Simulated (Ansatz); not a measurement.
Defect migration in zinc-blende BN: Ge-vacancy pair (Ge on one host B site, one B site vacant), charge state -2. Calculation: PBE, PAW (plane waves to 420 eV; Ansatz, an electronic-structure program).

Settings: 64 host sites, the relaxed PBE lattice, a 2×2×2 k-point mesh shifted by half a step, smearing 0.01 eV, spin-restricted, no image-charge correction. Energies are static. The charge state is imposed; whether it is stable for some Fermi level was not computed. Forms of the defect that were not tried may lie lower.

Barriers: single points on a 3×3×3 k-point mesh shifted by half a step at the bands' geometries.

Relaxed starting cell (atoms counted from 1):

```yaml
crystal:
  lattice:
    - [7.24967, 0.00000, 0.00000]
    - [0.00000, 7.24967, 0.00000]
    - [0.00000, 0.00000, 7.24967]
  atoms:
    - { symbol: Ge, position: [0.99906, 0.01469, 0.01513] }
    - { symbol: B, position: [0.00445, 0.00345, 0.49538] }
    - { symbol: B, position: [0.00444, 0.49496, 0.00388] }
    - { symbol: B, position: [0.99400, 0.49442, 0.49485] }
    - { symbol: B, position: [0.49924, 0.00028, 0.00071] }
    - { symbol: B, position: [0.49947, 0.00030, 0.50127] }
    - { symbol: B, position: [0.49947, 0.50083, 0.00074] }
    - { symbol: B, position: [0.49901, 0.49888, 0.49932] }
    - { symbol: N, position: [0.13594, 0.11229, 0.38376] }
    - { symbol: N, position: [0.14026, 0.14057, 0.85975] }
    - { symbol: N, position: [0.12363, 0.62131, 0.37675] }
    - { symbol: N, position: [0.12462, 0.62663, 0.87301] }
    - { symbol: N, position: [0.61977, 0.12521, 0.37897] }
    - { symbol: N, position: [0.62152, 0.12528, 0.87253] }
    - { symbol: N, position: [0.62244, 0.62649, 0.37564] }
    - { symbol: N, position: [0.62352, 0.62382, 0.87540] }
    - { symbol: B, position: [0.00002, 0.25545, 0.74356] }
    - { symbol: B, position: [0.00003, 0.74312, 0.25588] }
    - { symbol: B, position: [0.99920, 0.74643, 0.74686] }
    - { symbol: B, position: [0.49777, 0.25076, 0.25120] }
    - { symbol: B, position: [0.50000, 0.25080, 0.74847] }
    - { symbol: B, position: [0.50001, 0.74803, 0.25123] }
    - { symbol: B, position: [0.49954, 0.74933, 0.74976] }
    - { symbol: N, position: [0.13593, 0.38333, 0.11271] }
    - { symbol: N, position: [0.12363, 0.37632, 0.62174] }
    - { symbol: N, position: [0.14027, 0.85931, 0.14099] }
    - { symbol: N, position: [0.12462, 0.87260, 0.62706] }
    - { symbol: N, position: [0.61977, 0.37853, 0.12565] }
    - { symbol: N, position: [0.62244, 0.37521, 0.62693] }
    - { symbol: N, position: [0.62153, 0.87210, 0.12571] }
    - { symbol: N, position: [0.62353, 0.87496, 0.62426] }
    - { symbol: B, position: [0.25430, 0.00042, 0.26243] }
    - { symbol: B, position: [0.25427, 0.00099, 0.74469] }
    - { symbol: B, position: [0.24499, 0.49351, 0.24582] }
    - { symbol: B, position: [0.24924, 0.49994, 0.74820] }
    - { symbol: B, position: [0.74232, 0.00446, 0.25382] }
    - { symbol: B, position: [0.74648, 0.00057, 0.74582] }
    - { symbol: B, position: [0.75279, 0.49559, 0.25590] }
    - { symbol: B, position: [0.74960, 0.49915, 0.74966] }
    - { symbol: N, position: [0.37559, 0.12487, 0.12529] }
    - { symbol: N, position: [0.37804, 0.12478, 0.62507] }
    - { symbol: N, position: [0.37804, 0.62464, 0.12521] }
    - { symbol: N, position: [0.37446, 0.62454, 0.62496] }
    - { symbol: N, position: [0.84022, 0.13635, 0.13679] }
    - { symbol: N, position: [0.87558, 0.12538, 0.62431] }
    - { symbol: N, position: [0.87557, 0.62386, 0.12581] }
    - { symbol: N, position: [0.87425, 0.62548, 0.62590] }
    - { symbol: B, position: [0.25430, 0.26201, 0.00086] }
    - { symbol: B, position: [0.24501, 0.24540, 0.49394] }
    - { symbol: B, position: [0.25427, 0.74424, 0.00141] }
    - { symbol: B, position: [0.24925, 0.74776, 0.50036] }
    - { symbol: B, position: [0.74232, 0.25339, 0.00490] }
    - { symbol: B, position: [0.75279, 0.25546, 0.49602] }
    - { symbol: B, position: [0.74648, 0.74538, 0.00101] }
    - { symbol: B, position: [0.74959, 0.74922, 0.49958] }
    - { symbol: N, position: [0.37342, 0.37411, 0.37454] }
    - { symbol: N, position: [0.37956, 0.37803, 0.87160] }
    - { symbol: N, position: [0.37957, 0.87117, 0.37845] }
    - { symbol: N, position: [0.37453, 0.87485, 0.87528] }
    - { symbol: N, position: [0.86300, 0.38505, 0.38548] }
    - { symbol: N, position: [0.87433, 0.37431, 0.87535] }
    - { symbol: N, position: [0.87434, 0.87491, 0.37474] }
    - { symbol: N, position: [0.86387, 0.86373, 0.86417] }
```
Cell charge -2.

End state 1 differs by these moves (Å; atoms that move under 0.08 Å are left out):

| atom | element | Δx | Δy | Δz |
|---|---|---|---|---|
| 1 | Ge | -0.02 | -0.09 | -0.13 |
| 2 | B | -0.06 | 0.00 | 0.08 |
| 9 | N | -0.09 | 0.09 | -0.05 |
| 13 | N | -0.07 | -0.08 | -0.08 |
| 24 | N | -0.07 | -0.06 | 0.08 |
| 29 | N | -0.06 | 0.07 | 0.05 |
| 44 | N | 0.12 | 0.04 | 0.03 |
| 45 | N | 0.07 | -0.09 | 0.10 |
| 53 | B | 1.75 | 0.03 | -1.70 |
| 60 | N | 0.15 | 0.02 | -0.13 |

### Question
What forward and backward barriers to end state 1 does PBE, PAW give?

### Answer
forward 3.46 eV, backward 2.94 eV; at the saddle point atom 53 has neighbours B at 2.07, B at 2.14; N at 1.36, N at 1.66, N at 1.92, N at 1.96, N at 2.01 Å. The saddle point's order was not checked.

End state 2 differs by these moves (Å; atoms that move under 0.08 Å are left out):

| atom | element | Δx | Δy | Δz |
|---|---|---|---|---|
| 1 | Ge | 0.00 | -0.11 | -0.10 |
| 2 | B | -0.01 | 1.80 | -1.70 |
| 9 | N | -0.01 | 0.17 | -0.13 |
| 24 | N | -0.08 | -0.04 | 0.08 |
| 27 | N | 0.07 | -0.06 | 0.06 |
| 36 | B | 0.04 | -0.06 | 0.06 |
| 44 | N | 0.14 | 0.03 | 0.04 |
| 45 | N | -0.08 | 0.07 | 0.08 |
| 53 | B | 0.00 | -0.07 | 0.07 |
| 60 | N | 0.09 | -0.06 | -0.05 |
| 62 | N | -0.07 | -0.08 | -0.07 |

### Question
Estimate the forward and backward barriers to end state 2 that PBE, PAW returns for this input.

### Answer
forward 3.66 eV, backward 3.08 eV; at the saddle point atom 2 has neighbours B at 2.01, B at 2.18; N at 1.38, N at 1.78, N at 1.79, N at 1.93, N at 2.04 Å. The saddle point's order was not checked.
